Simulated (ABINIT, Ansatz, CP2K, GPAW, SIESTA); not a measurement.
# CdF2 (Fm-3m, 3 atoms in the cell) computed with different codes at matched settings

Band-structure calculation.

```
CdF2
1.0
    0.00000     2.69500     2.69500
    2.69500     0.00000     2.69500
    2.69500     2.69500     0.00000
Cd F
1 2
Direct
  0.00000   0.00000   0.00000
  0.25000   0.25000   0.25000
  0.75000   0.75000   0.75000
```

Shared settings, as Ansatz (a program for electronic structure) writes them: kpoints.mp_grid.grid = 7 7 7; scf.occupations.method = fermi_dirac; scf.occupations.width = 0.05 eV. Potentials and cutoffs stand in the table.

```tsv
code	model	gap along the path (eV)	smallest direct gap (eV)	cutoff
CP2K	PBE, GPW, DZVP-MOLOPT-SR-GTH basis, GTH-PBE potentials (GTH_POTENTIALS)	3.03	3.54	grid 550 Ry
ABINIT	PBE, PAW (JTH v2.0 PBE PAW)	3.07	3.56	24 Ha
Ansatz	PBE, default PAW files	3.10	3.60	420 eV
SIESTA	GGA PBE, numerical atomic orbitals TZP, PseudoDojo PBE standard norm-conserving potentials (rewritten from UPF to PSML)	3.14	3.67	grid 350 Ry
GPAW	PBE, GPAW PAW datasets PBE (gpaw-data 1.0.1)	3.07	3.54	900 eV
```

The spread over the programs that give each value: gap along the path within 0.11 eV; smallest direct gap within 0.13 eV.

CP2K and SIESTA use small atom-centred bases, whose incompleteness enters pressures, forces and empty levels differently from a plane-wave cutoff.

The starting cell has typed, rounded lattice constants, without a prior relaxation at this level.

Left out of this page: Quantum ESPRESSO, Elk and FLEUR (not drawn, or without a comparable value).

Keys are those of Ansatz 0.2.
